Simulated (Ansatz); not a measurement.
The starting structures come from a database of crystals and need not be the phases stable at ambient conditions.

 Where the default PAW files enter, the runs use the earlier of Ansatz's two default sets.

The decay constant κ of evanescent states in the gap governs leakage through a thin film.

Input:

```yaml
crystal:
  lattice:
    - [6.10514, 0.00000, 0.00000]
    - [0.00000, 8.63397, 0.00000]
    - [3.05257, 4.31698, 3.05257]
  atoms:
    - { symbol: Ca, position: [0.00000, 0.50000, 0.00000] }
    - { symbol: Pb, position: [0.00000, 0.00000, 0.00000] }
    - { symbol: F, position: [0.00000, 0.23988, 0.00000] }
    - { symbol: F, position: [0.00000, 0.76012, 0.00000] }
    - { symbol: F, position: [0.00000, 0.23988, 0.52024] }
    - { symbol: F, position: [0.00000, 0.76012, 0.47976] }
    - { symbol: F, position: [0.47976, 0.23988, 0.52024] }
    - { symbol: F, position: [0.52024, 0.76012, 0.47976] }
```

Space group of this cell: Fm-3m. The cell is taken as given.

Transport runs along the normal of the first two printed cell vectors, the (110) plane of the conventional cell.

No gap correction and no spin-orbit coupling; mid-gap values are interpolated between computed energies.

### Question
Predict the band gap and the smallest decay constant κ at mid-gap from Ansatz (a program for electronic structure) with r2SCAN.

### Answer
Gap 4.46 eV on a 10×10×10 mesh; κ = 0.499 1/Å, at the zone centre.
